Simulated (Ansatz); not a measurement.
Base system: ZnSe in the zinc blende structure (space group F-43m, No. 216).

```
ZnSe
1.0
    0.00000     2.83304     2.83304
    2.83304     0.00000     2.83304
    2.83304     2.83304     0.00000
Se Zn
1 1
Direct
  0.75000   0.75000   0.75000
  0.00000   0.00000   0.00000
```

Cartesian axes are those of the cell as printed.

Method: r2SCAN (Ansatz, an electronic-structure program; PAW; 500 eV plane waves; no SOC), earlier PAW set.

Before the change:

* **Valley order**: Γ 1.86 eV; L along ⟨111⟩ 3.05 eV; X along ⟨100⟩ 3.34 eV
* **Valence-band top at Γ**: 0.00, 0.00, 0.00 eV
* **Shortest interatomic distance**: 2.453 Å

Perturbation: the symmetric strain tensor [-0.0068 0.0081 0.0013; 0.0081 0.0119 -0.0026; 0.0013 -0.0026 0.0002]; the atoms relax in the strained cell.

Problem. What does the calculation give for the valley order, valence-band top at Γ, shortest interatomic distance and energy relative to the base after the change?

Solution. The valley order (the lowest conduction-band minima on the path, energy above the VBM, named in the base's zone) changes from Γ 1.86 eV; L along ⟨111⟩ 3.05 eV; X along ⟨100⟩ 3.34 eV to Γ 1.78 eV; L along [1-1-1] 2.88 eV; L along [1-11] 2.94 eV; L along [111] 3.03 eV; the valence-band top at Γ (three highest levels, from the VBM) goes from 0.00, 0.00, 0.00 eV to 0.00, -0.06, -0.12 eV; the shortest interatomic distance drops by 0.002 Å (2.453 Å → 2.451 Å); the energy increases by 1.5 meV/atom.

The levels and masses belong to the bands next to the band gap. Whether these cells are dynamically stable was not tested.
